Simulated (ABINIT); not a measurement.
**Equation of state of hcp Re (space group 194): energy against volume (ABINIT, PBEsol)**

```yaml
crystal:
  lattice:
    - [2.67986, 0.00000, 0.00000]
    - [-1.33993, 2.32083, 0.00000]
    - [0.00000, 0.00000, 4.33050]
  atoms:
    - { symbol: Re, position: [0.66667, 0.33333, 0.75000] }
    - { symbol: Re, position: [0.33333, 0.66667, 0.25000] }
```

Method of the run: PBEsol, norm-conserving pseudopotentials (PseudoDojo nc-sr-04 PBEsol standard) (plane waves; ABINIT 10.0.3). Settings: pseudos = [Re.upf]; ecut = 94 Ry; occopt = 3; tsmear = 0.00183747 Ha; ngkpt = 20 20 11; nshiftk = 1; shiftk = 0 0 0; potentials = PseudoDojo nc-sr-04 PBEsol standard; nband = 21; kptopt = 1; nstep = 80; tolvrs = 1e-12. The cell above is the first row's. The rows scale it uniformly. In all rows fractional positions and the k mesh are held. E is the free energy at the stated smearing, counted from the lowest row.

```csv
V (Å^3/atom),E (meV/atom)
13.467,?
13.760,57.76
14.052,21.78
14.345,3.11
14.638,0.00
14.931,10.85
15.223,34.22
15.516,68.81
15.809,113.44
```

Taking the third-order Birch-Murnaghan form, a cubic in V^(-2/3) for E over the 8 complete rows: With u = V^(-2/3) - 0.166, the rows have u = 0.008149, 0.005728, 0.003382, 0.001114, -0.001080, -0.003195, -0.005252, -0.007244. Least squares gives E = 3.831 - 5014.53·u + 1411166·u² + 2001797·u³. Residuals (row less fit): -0.001, -0.004, 0.020, 0.001, -0.040, 0.028, 0.008, -0.007; standard error 0.027 (degrees of freedom: 4). Its minimum lies at u = 0.001770, so V0 = (0.167770)^(-3/2) = 14.55. There d²E/du² = 2844000 and d³E/du³ = 1.201e7, so B0 = (4/9) × 14.55^(-7/3) × 2844000 × 0.160218 = 392 GPa (the last factor turns the table's units into GPa), and B0' = 4 + (2/3) × 0.167770 × (1.201e7)/2844000 = 4.5. The program's pressures in the fitted runs (not shown) pass through zero at V = 14.55, 0.00 % from this V0.

**Question.** Estimate the missing E (V = 13.467); what did the run itself give?

**Answer.** u = 0.010666, so E = 3.831 - 5014.53 × 0.010666 + 1411166 × 0.010666² + 2001797 × 0.010666³ = 113.314 meV/atom. The calculation gives 113.03 meV/atom, 0.284 meV/atom below the prediction (0.3 % of the range of E in the table). The row lies outside the fitted rows, so this is an extrapolation. From the scatter of the fitted rows alone, a prediction at this place has a standard error of 0.080 meV/atom, so the miss is 3.6 times that.

Carrying the step between the two nearest rows on in a straight line would have given 93.86, off by 19.17; series whose last step already gives the withheld value aren't shown. The scan was laid around a cell of about the measured size, scaled by a guess for this functional; axis ratios and inner coordinates come from that cell. The runs keep the symmetry of the cell, so they don't test it for distortions. Spin polarisation is off. Spin-orbit coupling is off. The shape of the cell and the inner coordinates aren't relaxed, so V0 and B0 belong to this uniform scaling; a relaxed crystal lies no higher in energy and is usually softer. Cutoffs and mesh are single choices, not tested for convergence of this quantity. Series with a scatter that would blur these digits, or in which a gap closes, are not shown. Nor are scans whose minimum lies at an end fitted in this form.

Terms beyond the fitted order, or numerical noise in single rows, can give a miss of this size; the table doesn't tell which.
